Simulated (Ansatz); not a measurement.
Structure of amorphous Ge12Sb12Te28C4 (periodic cell):

```xyz
56
Lattice="13.0535 -0.2054 -0.1076 -0.2054 11.8475 -0.5142 -0.1076 -0.5142 11.3949" Properties=species:S:1:pos:R:3 pbc="T T T"
Ge    11.6871    10.6029     1.0694
Ge    12.1180    -0.3221    10.3932
Ge     0.7185     4.5731     4.0213
Ge     2.2733     1.6913     9.9698
Ge    12.3933     7.1267     0.6709
Ge     6.8263     5.9229     6.2982
Ge    11.6057     0.6956     6.3078
Ge     3.6600    10.4223     6.7886
Ge    12.4330     8.5987     3.6479
Ge     5.8194     8.5528     3.8277
Ge    11.3649     8.1723     9.5862
Ge     5.1317     9.4397     1.5125
Sb     2.5400     5.6945    10.2936
Sb    12.6005     3.3342     7.6779
Sb     9.9564     3.0694     5.1672
Sb     8.8969     9.3383     6.3163
Sb     5.5558     5.1807     2.4153
Sb     6.0758     1.1288     1.7228
Sb     6.1263     1.9967     7.4128
Sb     3.1369     1.0184     4.0193
Sb     1.6837     9.4215     1.3736
Sb     1.5005     8.2792     7.8085
Sb     8.2941     2.6451    10.1392
Sb     8.8324    10.5517    10.2503
Te     7.9771     3.3211     1.6454
Te     9.7242     6.4680    10.7772
Te     3.5629     3.2766     1.5718
Te     0.5265     0.0306     8.2747
Te     3.3444     1.9066     6.7683
Te     5.7106     7.0709     0.2432
Te     1.4302     0.5987     0.6747
Te     4.3691     6.5649     5.0143
Te     1.9368     6.4781     1.7056
Te     1.9997    10.0568     4.2127
Te    10.7226     1.9694     0.3092
Te     1.4240     5.4246     6.6998
Te    11.4418     7.9630     6.9683
Te     6.2416     0.4989    10.2664
Te     6.9859     3.4434     4.9947
Te     3.3656    10.1670     9.6913
Te    10.4737    10.5828     4.0551
Te     9.4016     0.1814     8.0566
Te     7.6455    10.5607     1.6754
Te     7.8077     8.0904     9.0526
Te     4.4237     7.9677     7.9861
Te     5.8668     4.3439     8.9823
Te     9.9754     4.4828     7.6446
Te     0.3154     3.6951    10.5267
Te     0.4045     1.8552     4.2913
Te     8.1343     7.2318     4.0210
Te    11.1774     5.0175     3.4587
Te     6.0648    10.7783     5.3941
C      1.0841     7.2711     9.7354
C     -0.0458     7.5039    10.3965
C     10.9714     9.8704    10.4658
C     12.5693     8.8934     1.6339
```

These are PBE, scalar-relativistic without spin-orbit coupling, PAW (Ansatz default set, large-core Te) (plane waves to 420 eV; Ansatz, a quantum-chemistry and plane-wave program) values and carry that method's errors.

A CHGNet melt-quench gave the starting glass, which DFT then relaxed. The hot cell started wider than the set density and was brought back towards it in steps. It is the lowest in DFT energy of 4 quenches. It is a model cell: composition and starting density were chosen by hand, and all elements were melted together. No dispersion term was used. Its density started from a set value of 5.62 and ended at 5.62 g/cm³. Cooling (nominally 50 K/ps over its main leg) ran many orders faster than in experiment, which tends to leave more defects and strain. Values belong to this one cell and scatter from quench to quench. The volume was held where the preparation left it and the shape relaxed, at a PBE pressure of 0.6 GPa. Stress components on the final sampling reach 0.6 GPa. On a 2×2×2 Γ-centred mesh force components of up to 0.22 eV/Å stay, since the relaxation ran on one k-point at (1/4, 1/4, 1/4).

Cut-offs for bonds: Ge-Ge 2.76 Å, Ge-Sb 3.11 Å, Ge-Te 3.10 Å, Ge-C 2.34 Å, Sb-Sb 3.34 Å, Sb-Te 3.42 Å, Sb-C 2.58 Å, Te-Te 3.31 Å, Te-C 2.57 Å, C-C 1.82 Å.

Task: Give the coordination numbers, mean bond lengths and angles.

Result: 
```json
{
 "Mean coordination of Ge": "3.50 (1 with 2, 5 with 3, 5 with 4, 1 with 5)",
 "Mean coordination of Sb": "4.42 (2 with 3, 5 with 4, 3 with 5, 2 with 6)",
 "Mean coordination of Te": "3.04 (5 with 2, 17 with 3, 6 with 4)",
 "Mean coordination of C": "3.50 (2 with 3, 2 with 4)",
 "Mean Sb-Te bond": "3.054 Å (spread 0.174 Å, 48 counted)",
 "Mean Ge-Te bond": "2.813 Å (spread 0.106 Å, 31 counted)",
 "Mean Ge-C bond": "2.017 Å (spread 0.041 Å, 8 counted)",
 "Mean Te-Te bond": "3.103 Å (spread 0.133 Å, 3 counted)",
 "Bond angle at Ge": "mean 103.9°, spread 18.8°",
 "Bond angle at Sb": "mean 104.1°, spread 27.6°",
 "Bond angle at Te": "mean 97.5°, spread 25.0°",
 "Bond angle at C": "mean 112.6°, spread 10.8°"
}
```

Task: List the pairs of like atoms that count as bonded by the rules above.

Result: Ge10-Ge12 (2.57 Å), Te26-Te44 (3.05 Å), Te32-Te45 (3.29 Å), Te40-Te45 (2.98 Å), C53-C54 (1.33 Å).
